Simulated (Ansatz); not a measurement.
How the bulk modulus of bcc Tl (high-temperature phase) moves with the method

No measured value is used here.

| level (code) | value (GPa) | cell (Å³/atom) |
|---|---|---|
| LDA (Ansatz) | 42.6 | 27.28 |
| PBEsol (Ansatz) | (withheld) | 28.60 |
| r²SCAN (Ansatz) | 31.7 | 30.11 |

### Question
What belongs in the gaps?

### Answer

- PBEsol (Ansatz, an electronic-structure program), value (GPa): 36.1

Density-functional levels without +SOC have no spin–orbit coupling. LDA, PBEsol, r²SCAN: the bulk modulus is −V dP/dV from two relaxed cells at ±2 % in volume. LDA, PBEsol, r²SCAN: symmetry holds this phase in the static calculation, where it need not be a minimum. Each level is taken at its own relaxed cell. Cutoffs differ between the levels. Ansatz's density-functional and Hartree–Fock values are scalar-relativistic unless marked +SOC, with PAW data made under PBE.
